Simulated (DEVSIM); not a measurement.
System: Co/HfO2/p-Ge capacitor, at 300 K.

```
layer (left to right)  material  thickness (nm)  Na (cm⁻³)
---------------------  --------  --------------  ---------
1                          HfO2            7.20          -
2                            Ge             950     3.9e17
```

Metal gate on the left, work function 5 eV. Fixed charge at the semiconductor interface -9.9e10 cm⁻² (in units of +e); no interface traps.

The device is made up for the run: typed textbook-type constants, with dimensions and the other settings drawn at random. Values at 300 K.

```csv
parameter,HfO2,Ge
gap (eV),5.7,0.664
affinity (eV),2.5,4
permittivity,22,16
Nc (cm⁻³),-,1.04e19
Nv (cm⁻³),-,6e18
```

DEVSIM, 1D Poisson equation in equilibrium, Boltzmann statistics, complete ionisation; no quantum confinement or tunnelling. Metal contacts follow the ideal Schottky-Mott rule: no Fermi-level pinning, no interface dipoles.

**Question.** Tabulate band edges, carrier densities and field at 0.9 V on the gate.

**Answer.** Energies count from the Fermi level of the right contact; mesh points crowd at the junctions.

```tsv
x (μm)	Ec (eV)	Ev (eV)	n (cm⁻³)	p (cm⁻³)	field (V/cm)
0.000	1.600	-4.100	< 1e2	< 1e2	140000
0.001001	1.614	-4.086	< 1e2	< 1e2	140000
0.002579	1.636	-4.064	< 1e2	< 1e2	140000
0.004588	1.664	-4.036	< 1e2	< 1e2	140000
0.006584	1.692	-4.008	< 1e2	< 1e2	140000
0.007462	0.205	-0.459	3.8e15	1.2e11	180000
0.008839	0.229	-0.435	1.5e15	3.0e11	170000
0.01279	0.294	-0.370	1.2e14	3.6e12	160000
0.01931	0.386	-0.278	3.4e12	1.3e14	130000
0.03214	0.512	-0.152	2.6e10	1.7e16	71000
0.05567	0.587	-0.077	1.4e9	3.1e17	7600
0.1297	0.593	-0.071	1.1e9	3.9e17	≈ 0
0.2493	0.593	-0.071	1.1e9	3.9e17	≈ 0
0.4822	0.593	-0.071	1.1e9	3.9e17	≈ 0
0.7607	0.593	-0.071	1.1e9	3.9e17	≈ 0
0.8579	0.593	-0.071	1.1e9	3.9e17	≈ 0
0.9073	0.593	-0.071	1.1e9	3.9e17	≈ 0
0.9315	0.593	-0.071	1.1e9	3.9e17	≈ 0
0.9476	0.593	-0.071	1.1e9	3.9e17	≈ 0
0.9529	0.593	-0.071	1.1e9	3.9e17	≈ 0
0.9556	0.593	-0.071	1.1e9	3.9e17	≈ 0
0.9572	0.593	-0.071	1.1e9	3.9e17	≈ 0
```
